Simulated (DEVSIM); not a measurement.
Device: Pt/SiO2/n-Ge capacitor, at 300 K.

```tsv
layer (left to right)	material	thickness (nm)	Nd (cm⁻³)
1	SiO2	7.40	-
2	Ge	12000	2.5e15
```

Metal gate on the left, work function 5.6 eV. Fixed charge at the semiconductor interface 4.8e11 cm⁻² (in units of +e); interface traps 5.2e10 cm⁻² eV⁻¹, uniform in energy, neutral level at 0.3 of the gap above the valence band.

Constants are typed, rounded textbook-type inputs, not results; the design itself was drawn at random and stands for no fabricated device. Values at 300 K.

| parameter | SiO2 | Ge |
|---|---|---|
| gap (eV) | 9 | 0.664 |
| affinity (eV) | 0.9 | 4 |
| permittivity | 3.9 | 16 |
| Nc (cm⁻³) | - | 1.04e19 |
| Nv (cm⁻³) | - | 6e18 |

Simulated with DEVSIM: 1D Poisson equation in equilibrium, Boltzmann statistics, complete ionisation; no quantum confinement or tunnelling. Metal contacts follow the ideal Schottky-Mott rule: no Fermi-level pinning, no interface dipoles.

Base results: capacitance of the dielectric stack (μF/cm²) 0.467; flat-band voltage (V) 1.22; threshold voltage (band bending 2φF) (V) 0.94; minimum of the low-frequency capacitance (μF/cm²) 0.0484.

What follows from this one change: SiO2 thickness 0.0074 → 0.003 μm?

capacitance of the dielectric stack 0.467 → 1.15 μF/cm²; flat-band voltage 1.22 → 1.32 V; threshold voltage (band bending 2φF) 0.94 → 1.06 V; minimum of the low-frequency capacitance 0.0484 → 0.0526 μF/cm².

What follows from this one change: substrate doping 2.5e+15 → 5e+14 cm^-3?

capacitance of the dielectric stack little changed (0.467 μF/cm²); flat-band voltage 1.22 → 1.18 V; threshold voltage (band bending 2φF) 0.94 → 1.00 V; minimum of the low-frequency capacitance 0.0484 → 0.0337 μF/cm².

What follows from this one change: fixed charge 4.8e+11 → 7.95e+11 cm^-2?

capacitance of the dielectric stack little changed (0.467 μF/cm²); flat-band voltage 1.22 → 1.12 V; threshold voltage (band bending 2φF) 0.94 → 0.83 V; minimum of the low-frequency capacitance little changed (0.0484 μF/cm²).
